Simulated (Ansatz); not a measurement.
For OsAl (Pm-3m), PBEsol, DFPT electron-phonon coupling, linearised Boltzmann equation in Ansatz (an electronic-structure program) gives a transport coupling λ_tr = 0.420 and a Drude plasma energy ħω_p = 8.38 eV.

Estimate the resistivity at 300 K from the high-temperature formula ρ = 2π λ_tr k_B T / (ħ ε₀ ω_p²), and say how the full Boltzmann solution compares.

The scattering rate is 1/τ = 2π λ_tr k_B T/ħ = 1.04e14 s⁻¹ and ω_p = 1.27e16 s⁻¹, so ρ ≈ 7.22 μΩ·cm. The Boltzmann solution gives 6.59 μΩ·cm, 0.91 times the estimate.

A metal at this level (no band gap). Only scattering by harmonic phonons is included (no impurities, grain boundaries, electron-electron scattering or thermal expansion). Spin-orbit coupling is left out, which matters with elements this heavy. Halving the electron mesh (28x28x28) moves the resistivity by up to 7 % at 300 K, the coupling by up to 1 %. Smearing 0.20 eV; phonons on a 5x5x5 q mesh, which this run doesn't test.

Computed structure with no diffraction record at hand here (it may be known, metastable or hypothetical): OsAl (Pm-3m).
